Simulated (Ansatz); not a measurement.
What Eu → Mg does to Eu

Consider Eu in the bcc (W type) structure (space group Im-3m, No. 229; a = 4.233 Å; ferromagnetic).

It is then changed as follows: full substitution Eu → Mg, then cell and atoms are relaxed.

Method: PBEsol/PAW in Ansatz (an electronic-structure program), without spin-orbit coupling, earlier PAW set. Γ-centred 18×18×18 mesh, Fermi–Dirac width 0.05 eV, for the changed cell.

- Volume per atom: 22.48 Å³ (base 37.92 Å³)
- Density: 1.80 g/cm³ (base 6.65 g/cm³)
- Lattice parameter a: 6.719 bohr (base 7.999 bohr)
- Space group: Im-3m (No. 229) (base Im-3m (No. 229))
- Shortest interatomic distance: 5.819 bohr (base 6.927 bohr)
- Band gap: zero (base zero)

The magnetic state is the one reached from the starting moments; the real material's order can differ, and small cells can't hold many antiferromagnetic ones. The state of the 4f shell was not checked for lower solutions. Whether these cells are dynamically stable was not tested. For Mg in this form, whether it has been made was not checked. This is not the structure that Mg has at room temperature and ambient pressure.
